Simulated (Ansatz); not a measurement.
Consider interstitial Cl in fcc Al, neutral cell. Method: PBE, PAW (plane waves to 420 eV; Ansatz, a quantum-chemistry and plane-wave program).

32-site cell at the relaxed PBE lattice, a 3×3×3 k-point mesh shifted by half a step, smearing 0.10 eV, spin-restricted, no finite-size correction. No zero-point or tunnelling terms. Sites that were not tried may lie lower.

Barriers: single points on a 5×5×5 k-point mesh shifted by half a step at the bands' geometries (they differ from the bands' own by up to 0.08 eV, and are uncertain by about as much).

The step: a concerted move, in which Cl travels most. Atoms about the jump, Cartesian Å from the middle of the jump, before and after:

| atom | x0 | y0 | z0 | x1 | y1 | z1 |
|---|---|---|---|---|---|---|
| Cl1 | 0.00 | 0.00 | 1.00 | 0.00 | 0.00 | -1.00 |
| Al2 | -1.30 | 1.30 | -0.29 | -1.30 | 1.30 | 0.29 |
| Al3 | 1.29 | -1.30 | -0.29 | 1.30 | -1.29 | 0.29 |
| Al4 | 1.00 | 1.01 | -2.02 | 1.29 | 1.29 | -2.30 |
| Al5 | 1.29 | 1.29 | 2.30 | 1.00 | 1.01 | 2.02 |
| Al6 | 3.02 | 1.01 | 0.00 | 3.02 | 1.01 | 0.00 |
| Al7 | 1.01 | 3.02 | 0.00 | 1.00 | 3.02 | 0.00 |
| Al8 | -1.01 | -1.00 | -2.02 | -1.29 | -1.29 | -2.30 |
| Al9 | -1.29 | -1.29 | 2.30 | -1.01 | -1.00 | 2.02 |
| Al10 | -1.04 | 3.11 | -2.11 | -1.01 | 3.02 | -2.01 |
| Al11 | 3.11 | -1.04 | -2.10 | 3.02 | -1.00 | -2.01 |
| Al12 | -1.01 | 3.03 | 2.01 | -1.04 | 3.11 | 2.10 |
| Al13 | 3.02 | -1.00 | 2.01 | 3.11 | -1.04 | 2.11 |

Problem. Give the saddle-point geometry and the barrier.

Solution. 
```tsv
atom	x	y	z
Cl1	0.42	0.41	0.01
Al2	-1.70	1.12	0.01
Al3	1.13	-1.71	0.01
Al4	1.13	1.12	-2.24
Al5	1.13	1.12	2.26
Al6	3.23	1.07	0.01
Al7	1.09	3.22	0.01
Al8	-1.07	-1.08	-2.12
Al9	-1.07	-1.08	2.14
Al10	-1.00	3.00	-1.97
Al11	3.02	-1.02	-1.97
Al12	-1.00	3.00	1.99
Al13	3.02	-1.02	1.99
```
It lies 0.30 eV above the start and 0.30 eV above the end. The program found a first-order saddle point. Symmetry-equivalent saddle points exist between the same ends.
